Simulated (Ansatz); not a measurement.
Input:

End structure of H2O on the 1x1 (100) surface of fcc Cu, one in a 2x2 cell, started at the site 'top Cu':

```
CELL_PARAMETERS angstrom
      5.13360     0.00000     0.00000
      0.00000     5.13360     0.00000
      0.00000     0.00000    24.50000
ATOMIC_POSITIONS crystal
  Cu 0.25000 0.25000 0.39086
  Cu 0.25000 0.75000 0.39086
  Cu 0.75000 0.25000 0.39086
  Cu 0.75000 0.75000 0.39086
  Cu 0.00000 0.00000 0.46272
  Cu 0.00000 0.50000 0.46272
  Cu 0.50000 0.00000 0.46272
  Cu 0.50000 0.50000 0.46272
  Cu 0.24814 0.24828 0.53724
  Cu 0.24814 0.75172 0.53724
  Cu 0.75192 0.24834 0.53727
  Cu 0.75192 0.75166 0.53727
  Cu 0.99743 0.00000 0.61296
  Cu 0.99999 0.50000 0.60814
  Cu 0.50094 0.00000 0.60785
  Cu 0.49914 0.50000 0.60870
  O  0.07117 0.00000 0.70777
  H  0.18895 0.14946 0.70762
  H  0.18895 0.85054 0.70762
```

Set-up: 19 atoms, 5.3 Å thick at the start under the adsorbate (thin: gaps and levels are the slab's own); mesh 6x6x1; 0.1 eV smearing; dipole correction on; single point; on the structure that PBE left under its start's symmetry; no spin, no spin-orbit, no U, no dispersion correction. At the end it is bonded to Cu. In PBE it is, or lies within 0.03 eV of, the lowest of the starts that converged; the order may differ at this level.

A negative adsorption energy means that the adsorbate is more stable on the surface than in its reference.

### Question
Estimate the change of the work function that r2SCAN, at the PBE geometry run with Ansatz (a first-principles code) returns for this input.

### Answer
-0.65 eV

### Question
Give the work function of the top face at the level r2SCAN, at the PBE geometry.

### Answer
3.89 eV

### Question
Predict the adsorption energy against H2O(g) at the same level from r2SCAN, at the PBE geometry.

### Answer
-0.33 eV

### Question
Give the change of the step from the bottom to the top vacuum level, against the clean slab at the level r2SCAN, at the PBE geometry.

### Answer
-0.66 eV
